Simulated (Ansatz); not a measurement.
**What uniaxial strain ε_zz = +0.31 % does to LiNbO3**

The reference is LiNbO₃ (space group R3c, No. 161).

```xyz
10
Lattice="2.5684 1.4829 4.6290 -2.5684 1.4829 4.6290 0.0000 -2.9657 4.6290" Properties=species:S:1:pos:R:3 pbc="T T T"
Li     0.0000     0.0000     9.7499
Li     0.0000     0.0000     2.8063
Nb     0.0000     0.0000    13.6663
Nb     0.0000     0.0000     6.7227
O     -0.6530     1.4373     8.1635
O      1.5713    -0.1531     8.1635
O     -0.9182    -1.2842     8.1635
O      0.9971     1.3298     5.8489
O      0.6530    -1.5284     5.8489
O     -1.6502     0.1987     5.8489
```

Cartesian axes are those of the cell as printed.

One thing is altered: uniaxial strain ε_zz = +0.31 %, all other strain components held at zero, atoms relaxed at fixed cell.

Calculations: Ansatz (a first-principles code) r2SCAN, no SOC, earlier PAW set. Γ-centred 8×8×8 mesh, Fermi–Dirac width 0.05 eV.

| quantity | base | changed | shift |
|---|---|---|---|
| volume per atom | 10.58 Å³ | 10.61 Å³ | +0.03 Å³ |
| space group | R3c (No. 161) | R3c (No. 161) | – |
| shortest interatomic distance | 1.878 Å | 1.877 Å | -0.0003 Å |
| energy relative to the base (free energy F) | 0 meV/atom | +0.1 meV/atom | +0.1 meV/atom |
| pressure (mean of the normal stresses, compression positive) | 0.0 kbar | -3.8 kbar | -3.85 kbar |
| band gap (an upper bound: an edge found on the path is not a true extremum; the base alone) | 4.01 eV | 4.01 eV | 0.00 eV |
| stress (xx, yy, zz, yz, xz, xy; compression positive) | – | (-0.20, -0.20, -0.74, 0.00, 0.00, 0.00) GPa | – |

Cost of the whole job for the changed cell (relaxation, final SCF and bands): very roughly 10 core-minutes.

Stability against distortions was not tested.
